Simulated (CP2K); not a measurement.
Input and output of a self-consistent single point for RbNO₃ (R32, 5 atoms in the cell) (CP2K).

Computed with PBEsol, GPW, DZVP-MOLOPT-SR-GTH basis, GTH-PBE potentials (GTH_POTENTIALS) in CP2K 2026.2.

The change in words: lattice scaled by 0.98. Reference geometry:
```
CELL_PARAMETERS angstrom
      4.75701     0.00000     0.00000
      0.68669     4.70719     0.00000
      0.68669     0.59379     4.66959
ATOMIC_POSITIONS crystal
  Rb 0.50000 0.50000 0.50000
  N  0.00000 0.00000 0.00000
  O  0.00000 0.79343 0.20657
  O  0.20657 0.00000 0.79343
  O  0.79343 0.20657 0.00000
```

Reference input (self-consistent single point, DFT PBEsol, GPW, DZVP-MOLOPT-SR-GTH basis, GTH-PBE potentials (GTH_POTENTIALS)): CUTOFF = 500 Ry; REL_CUTOFF = 50 Ry; KPOINTS/SCHEME = MONKHORST-PACK 5 5 5; XC_FUNCTIONAL = PBE:PBESOL; Rb/BASIS_SET = DZVP-MOLOPT-SR-GTH-q9; Rb/POTENTIAL = GTH-PBE-q9; N/BASIS_SET = DZVP-MOLOPT-SR-GTH-q5; N/POTENTIAL = GTH-PBE-q5; O/BASIS_SET = DZVP-MOLOPT-SR-GTH-q6; O/POTENTIAL = GTH-PBE-q6; METHOD = GPW; EPS_DEFAULT = 1e-10. This run's input differs from it in these lines:

```diff
@@ -62,5 +62,5 @@
     &CELL
-      A 4.75701300 0.00000000 0.00000000
-      B 0.68669000 4.70718900 0.00000000
-      C 0.68669200 0.59378500 4.66958800
+      A 4.66187300 0.00000000 0.00000000
+      B 0.67295700 4.61304500 0.00000000
+      C 0.67295800 0.58190900 4.57619600
       PERIODIC XYZ
@@ -68,7 +68,7 @@
     &COORD
-      Rb       3.06519750     2.65048700     2.33479400
+      Rb       3.00389400     2.59747700     2.28809800
       N        0.00000000     0.00000000     0.00000000
-      O        0.68669041     3.85747491     0.96460613
-      O        1.52750635     0.47112564     3.70498187
-      O        3.91619824     0.97237345     0.00000000
+      O        0.67295721     3.78032517     0.94531396
+      O        1.49695615     0.46170289     3.63088204
+      O        3.83787464     0.95292593     0.00000000
     &END COORD
```

Output, abridged:

```
 SCF WAVEFUNCTION OPTIMIZATION

  Step     Update method      Time    Convergence         Total energy    Change
     1 NoMix/Diag. 0.20E+00      -     0.98173706       -82.1346125515 -8.21E+01
     2 Broy./Diag. 0.20E+00      -     0.12206200       -79.1078808092  3.03E+00
     3 Broy./Diag. 0.20E+00      -     0.14919820       -80.6321675952 -1.52E+00
     4 Broy./Diag. 0.20E+00      -     0.04084544       -81.7581040374 -1.13E+00
     5 Broy./Diag. 0.20E+00      -     0.00847520       -81.9513058408 -1.93E-01
     6 Broy./Diag. 0.20E+00      -     0.00644178       -81.8760402042  7.53E-02
   [... 8 lines left out ...]
    15 Broy./Diag. 0.20E+00      -     0.00000339       -81.8769938484  7.94E-06
    16 Broy./Diag. 0.20E+00      -     0.00000483       -81.8769839251  9.92E-06
    17 Broy./Diag. 0.20E+00      -     0.00000213       -81.8769682508  1.57E-05
    18 Broy./Diag. 0.20E+00      -     0.00000063       -81.8769658017  2.45E-06
  *** SCF run converged in    18 steps ***

  Overlap energy of the core charge distribution:               0.00000000789408
  Self energy of the core charge distribution:               -196.06123626793413
  Core Hamiltonian energy:                                     52.91556535320951
  Hartree energy:                                              77.79681955017044
  Exchange-correlation energy:                                -16.52811444507983

  Total energy:                                               -81.87696580173994

 ENERGY| Total FORCE_EVAL ( QS ) energy [hartree]            -81.876966798580554

 FORCES| Atomic forces [hartree/bohr]
 FORCES|   Atom     x               y               z               |f|
 FORCES|      1  2.78484974E-08 -9.79756667E-09 -1.58986182E-08   3.35305410E-08
   [... lines left out ...]

 STRESS| Analytical stress tensor [bar]
 STRESS|                        x                   y                   z
 STRESS|      x        7.46749244443E+03  -2.34208868608E+03  -2.06333992563E+03
 STRESS|      y       -2.34208868608E+03   8.15094502127E+03  -1.78423693902E+03
 STRESS|      z       -2.06333992563E+03  -1.78423693902E+03   8.60459446789E+03
 STRESS| 1/3 Trace                                             8.07434397786E+03
```

The run converged in 18 iterations. Against the reference run the free energy drops by 9.0 meV/atom, the pressure goes from -2.95 to 0.81 GPa, the largest force goes from 1.054 to 0.522 eV/Å and the gap on the mesh goes from 2.937 to 3.061 eV.

The starting cell comes from a database of computed structures (which also holds hypothetical and non-ambient phases and stackings), without a prior relaxation at this level. Its lattice was rescaled by a random factor within 2.5 % of one. For this run, on top of that: lattice scaled by 0.98. Values carry the incompleteness of an atom-centred basis. The potentials were made for another functional than the one used.
